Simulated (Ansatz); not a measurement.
PbS (model structure, P6₃/mmc, No. 194, 4 atoms in the cell)

All values below come from LDA in Ansatz (plane waves, PAW).

Settings: plane-wave cutoff 520 eV, 18×18×10 k mesh (along the axes of the cell as run), Fermi–Dirac smearing 0.05 eV, scalar-relativistic PAW data made under PBE.

Cell (relaxed at this level):

PbS is taken in the hexagonal space group P6₃/mmc (No. 194), the NiAs type structure, Pearson symbol hP4. Conventional cell: a = 4.0242 Å, b = 4.0242 Å, c = 7.2129 Å, α = 90.00°, β = 90.00°, γ = 120.00°. Pb on 2a is coordinated by 6 S at 2.941 Å (octahedral). S on 2c sees 6 Pb at 2.941 Å (trigonal prismatic). (Neighbours: up to the widest gap in distance over summed covalent radii, below 1.35, at either atom; cation-cation and far metal-metal contacts left out.)

For PbS (model structure, P6₃/mmc, No. 194, 4 atoms in the cell), the band gap is none and the bulk modulus is 60.7 GPa.

Note: the bulk modulus is −V dP/dV from two relaxed cells at ±2 % in volume; the relaxation could raise the start's symmetry but not lower it, so the cell can be a saddle point.

Spin–orbit coupling is not included; it can open a gap where bands touch, and shift volumes and moduli.

The computed numbers hold no vibrational or temperature effects.

A model structure was made by putting elements into a prototype or built by hand; it is no filed structure, need not be a known phase, and can be a saddle point held by its symmetry.

Ansatz is a program for electronic structure.
